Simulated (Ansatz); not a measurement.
An Ansatz (an electronic-structure program) input (r2SCAN/PAW in Ansatz, scalar-relativistic without spin-orbit coupling):

Ansatz 0.2 input:
```yaml
crystal:
  lattice:
    - [0, 2.857373189, 2.857373189]
    - [2.857373189, 0, 2.857373189]
    - [2.857373189, 2.857373189, 0]
  atoms:
    - { symbol: Se, position: [0.75, 0.75, 0.75] }
    - { symbol: Zn, position: [0, 0, 0] }
basis: { ecutwfc: 500, ecutrho_ratio: 4, xc_grid: 4, fft_grid_basis: typed }
kpoints: { mp_grid: { grid: [10, 10, 10] } }
hamiltonian:
  xc: r2scan
  dispersion: none
  pseudopotentials: { kind: paw }
scf: { occupations: { method: fermi_dirac, width: 0.05 }, convergence: { dr2_threshold: 0.0000000002 } }
relax: { f_tol: 0.005, max_steps: 50 }
output: { forces: true, stress: true }
checkpoint: { write: state.ck, write_every: 1000 }
```

Question: Which symmetry and how many k-points will the program report, and about how many plane waves at Γ?

Answer: Space group F-43m (ITA 216) with 24 operations, k-points 47 of 1000, and 1243 plane waves at Γ.

Question: And the final pressure?

Answer: -1.60 GPa (compression positive).

The cells carry an imposed strain or load. Stability against distortions was not tested. The cell was made from ZnSe in the zinc blende structure (space group F-43m, No. 216) by this change: isotropic strain +0.87 %.
